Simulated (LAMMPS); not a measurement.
Al (fcc) with 50 % of Al sites Cu at 1320 K and zero pressure, started from the melt, with several potentials, in cells of their own sizes.

Interatomic potentials used:
- EAM-type AlCu.adp: classical MD, pair style adp, file AlCu.adp (LAMMPS); Apostol and Mishin, Phys Rev B 83, 054116 (2011)
- EAM-type AlCu.eam.alloy: classical MD, pair style eam/alloy, file AlCu.eam.alloy (LAMMPS); Cai and Ye, Phys Rev B, 54, 8398-8410 (1996)
- MEAM AlSiMgCuFe.meam: classical MD, pair style meam, file AlSiMgCuFe.meam (LAMMPS); Jelinek, Groh, Horstemeyer, Houze, Kim, Wagner, Moitra and Baskes, Phys Rev B, 85, 245102 (2012)

```json
[
 {"potential": "EAM-type AlCu.adp", "state": "slow or partial motion within 60 ps, no clear phase", "volume": "12.88 ± 0.03 Å³/atom", "first peak of g(r), Al-Cu": "2.45 Å, height 4.2", "coordination number of Al by Cu": "6.53 (counted to 3.18 Å)", "self-diffusion coefficient of Al (not corrected for cell size)": "-", "viscosity": "-", "mean phonon frequency": "6.8 THz", "rough cost (ms per atom and simulated ps)": "3 to 10"},
 {"potential": "EAM-type AlCu.eam.alloy", "state": "liquid", "volume": "16.178 ± 0.005 Å³/atom", "first peak of g(r), Al-Cu": "2.62 Å, height 2.8", "coordination number of Al by Cu": "7.07 (counted to 3.74 Å)", "self-diffusion coefficient of Al (not corrected for cell size)": "(5.60 ± 0.07) × 10^-5 cm²/s", "viscosity": "1.8 ± 0.2 mPa s", "mean phonon frequency": "4.6 THz", "rough cost (ms per atom and simulated ps)": "0.3 to 1"},
 {"potential": "MEAM AlSiMgCuFe.meam", "state": "liquid", "volume": "15.80 ± 0.01 Å³/atom", "first peak of g(r), Al-Cu": "2.65 Å, height 3.6", "coordination number of Al by Cu": "5.51 (counted to 3.30 Å)", "self-diffusion coefficient of Al (not corrected for cell size)": "(1.62 ± 0.04) × 10^-5 cm²/s", "viscosity": "5.8 ± 0.6 mPa s", "mean phonon frequency": "6.7 THz", "rough cost (ms per atom and simulated ps)": "10 to 30"}
]
```

Costs are rough: whole-run CPU time with set-up and analysis, from shared machines, in bands a factor of about three wide.

Caution (rows EAM-type AlCu.adp; MEAM AlSiMgCuFe.meam): enthalpy drifts during the constant-pressure average: a transition or slow ageing; fluctuation values are void.

Caution (rows EAM-type AlCu.eam.alloy; MEAM AlSiMgCuFe.meam): a run this short can hold a crystal over, or a liquid under, the potential's own melting point, which these runs don't give.

States go by the mean squared displacement: a species diffuses where it passes 1.5 Å², still rises and gives D over 1e-6 cm²/s; a crystal has left its structure where atoms lie 0.35 Å off their sites on average or a cubic box changes its shape by 3 %, or the axial ratios of another lie 8 % off the starting cell's, which the potential's own relaxation can also do.

Errors of D are the spread over four groups of atoms in one short run; a floor of about 5 %, a picked value, is safer.

Uncertainties are statistical and leave out the potential's own error.
